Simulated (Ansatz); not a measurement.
Cost and result by functional for the surface energy of the (332) surface of fcc Pb in its 1x1 cell, outermost plane spacing 0.54 Å in the ideal cut, in Ansatz (plane waves, PAW). Single points on the PBE structure, on one kind of machine; costs are rough ratios of the slab run's core time (references not counted) to the cheapest single point. r2SCAN's cost holds its higher cutoff (500 against 420 eV). Differences are taken against r2SCAN for comparison alone: no measured value is at hand, so the table doesn't rank accuracy.

Model: 20-atom slab, 10.2 Å thick at the start (thin: gaps and levels are the slab's own), 11x3x1 mesh, Fermi-Dirac 0.1 eV, dipole correction, all atoms relaxed; start symmetry kept, larger cells not searched; no spin, no spin-orbit, no U. These notes are the PBE run's.

```json
[
 {"functional": "LDA", "relative cost": "1", "surface energy (J/m²)": "0.43", "less r2SCAN (J/m²)": "0.13"},
 {"functional": "PBEsol", "relative cost": "1", "surface energy (J/m²)": "0.39", "less r2SCAN (J/m²)": "0.08"},
 {"functional": "RPBE", "relative cost": "1", "surface energy (J/m²)": "0.19", "less r2SCAN (J/m²)": "-0.12"},
 {"functional": "r2SCAN", "relative cost": "2", "surface energy (J/m²)": "0.31", "less r2SCAN (J/m²)": "0.00"},
 {"functional": "PBE (the relaxed run's value)", "relative cost": "–", "surface energy (J/m²)": "0.28", "less r2SCAN (J/m²)": "-0.03"}
]
```

The values span 0.25 J/m², while the single points' costs differ by a factor of roughly 2. Differences are of unrounded values.

Ansatz is a quantum-chemistry and plane-wave program.
